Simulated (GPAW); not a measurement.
## Equation of state of rutile-structure TiO2 (space group 136): energy against volume (GPAW, PBE)

```yaml
crystal:
  lattice:
    - [4.50839, 0.00000, 0.00000]
    - [0.00000, 4.50839, 0.00000]
    - [0.00000, 0.00000, 2.90737]
  atoms:
    - { symbol: Ti, position: [0.00000, 0.00000, 0.00000] }
    - { symbol: Ti, position: [0.50000, 0.50000, 0.50000] }
    - { symbol: O, position: [0.30500, 0.30500, 0.00000] }
    - { symbol: O, position: [0.80500, 0.19500, 0.50000] }
    - { symbol: O, position: [0.19500, 0.80500, 0.50000] }
    - { symbol: O, position: [0.69500, 0.69500, 0.00000] }
```

Method: PBE, GPAW PAW datasets PBE (gpaw-data 1.0.1) (plane waves; GPAW). Settings: mode = pw; ecut = 1040 eV; xc = PBE; kpts = 7 7 11; mesh shift (steps) = 0 0 0; occupations.name = fermi-dirac; occupations.width = 0.01 eV; nbands = -6; convergence.density = 1e-05 e/electron; convergence.energy = 1e-05 eV/electron; convergence.bands = -4; symmetry.symmorphic = false; symmetry.tolerance = 0.0005; maxiter = 120. The cell above is the first row's. The rows scale it uniformly. In all rows fractional positions and the k mesh are held. E is the free energy at the stated smearing, counted from the lowest row.

```csv
V (Å^3/atom),E (meV/atom)
9.849,54.57
10.063,29.23
10.277,12.24
10.491,2.75
10.705,0.00
10.920,3.31
11.134,12.07
11.348,25.73
11.562,?
```

Taking the third-order Birch-Murnaghan form, a cubic in V^(-2/3) for E over the 8 complete rows: With u = V^(-2/3) - 0.208, the rows have u = 0.009640, 0.006543, 0.003555, 0.000668, -0.002123, -0.004834, -0.007445, -0.009975. Least squares gives E = 1.517 + 1575.81·u + 404414·u² + 312169·u³. Residuals (row less fit): 0.001, 0.002, -0.004, 0.000, 0.009, -0.004, -0.002, 0.002; standard error 0.006 (degrees of freedom: 4). Its minimum lies at u = -0.001953, so V0 = (0.206047)^(-3/2) = 10.69. There d²E/du² = 805200 and d³E/du³ = 1873000, so B0 = (4/9) × 10.69^(-7/3) × 805200 × 0.160218 = 228 GPa (the last factor turns the table's units into GPa), and B0' = 4 + (2/3) × 0.206047 × (1873000)/805200 = 4.3. The program's pressures in the fitted runs (not shown) pass through zero at V = 10.69, 0.02 % from this V0.

**Question.** Predict the withheld E at V = 11.562 from the fit, and compare with the calculation.

**Answer.** u = -0.012426, so E = 1.517 + 1575.81 × (-0.012426) + 404414 × (-0.012426)² + 312169 × (-0.012426)³ = 43.781 meV/atom. The calculation gives 43.78 meV/atom, which the fit meets to the printed digits. The row lies outside the fitted rows, so this is an extrapolation. From the scatter of the fitted rows alone, a prediction at this place has a standard error of 0.013 meV/atom, so the miss is 0.1 times that.

Carrying the step between the two nearest rows on in a straight line would have given 39.39, off by 4.39; series whose last step already gives the withheld value aren't shown. The scan was laid around a cell of about the measured size, scaled by a guess for this functional; axis ratios and inner coordinates come from that cell. The runs keep the symmetry of the cell, so they don't test it for distortions. The shape of the cell and the inner coordinates aren't relaxed, so V0 and B0 belong to this uniform scaling; a relaxed crystal lies no higher in energy and is usually softer (forces reach 0.43 eV/Å in these rows). Cutoffs and mesh are single choices, not tested for convergence of this quantity. Series with a scatter that would blur these digits, or in which a gap closes, are not shown. Nor are scans whose minimum lies at an end fitted in this form.
